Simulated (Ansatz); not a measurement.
Ti4AlN3, treated with PBE in Ansatz (plane waves, PAW).

Numerical settings: plane-wave cutoff 520 eV, no spin polarisation, scalar-relativistic PAW data made under PBE.

Starting structure:

```xyz
16
Lattice="2.9880 0.0000 0.0000 -1.4940 2.5877 0.0000 0.0000 0.0000 23.3720" Properties=species:S:1:pos:R:3 pbc="T T T"
Ti     0.0000     0.0000    15.2923
Ti     0.0000     0.0000     3.6063
Ti     0.0000     0.0000     8.0797
Ti     0.0000     0.0000    19.7657
Ti     1.4940     0.8626    12.9458
Ti     0.0000     1.7251     1.2598
Ti     0.0000     1.7251    10.4262
Ti     1.4940     0.8626    22.1122
Al     1.4940     0.8626    17.5290
Al     0.0000     1.7251     5.8430
N      0.0000     0.0000    11.6860
N      0.0000     0.0000     0.0000
N      1.4940     0.8626     2.4541
N      0.0000     1.7251    14.1401
N      0.0000     1.7251    20.9179
N      1.4940     0.8626     9.2319
```

Task: Into what structure does the relaxation of cell and atoms lead at this level, with the symmetry of the start kept?

Result: The volume increases by 0.7 %; final space group P6_3/mmc.
```xyz
16
Lattice="2.9927 0.0000 0.0000 -1.4964 2.5918 0.0000 0.0000 0.0000 23.4697" Properties=species:S:1:pos:R:3 pbc="T T T"
Ti     0.0000     0.0000    15.3535
Ti     0.0000     0.0000     3.6186
Ti     0.0000     0.0000     8.1162
Ti     0.0000     0.0000    19.8511
Ti     1.4964     0.8639    12.9977
Ti     0.0000     1.7279     1.2628
Ti     0.0000     1.7279    10.4720
Ti     1.4964     0.8639    22.2068
Al     1.4964     0.8639    17.6023
Al     0.0000     1.7279     5.8674
N      0.0000     0.0000    11.7348
N      0.0000     0.0000     0.0000
N      1.4964     0.8639     2.4763
N      0.0000     1.7279    14.2111
N      0.0000     1.7279    20.9934
N      1.4964     0.8639     9.2585
```

Ansatz is a quantum-chemistry and plane-wave program.
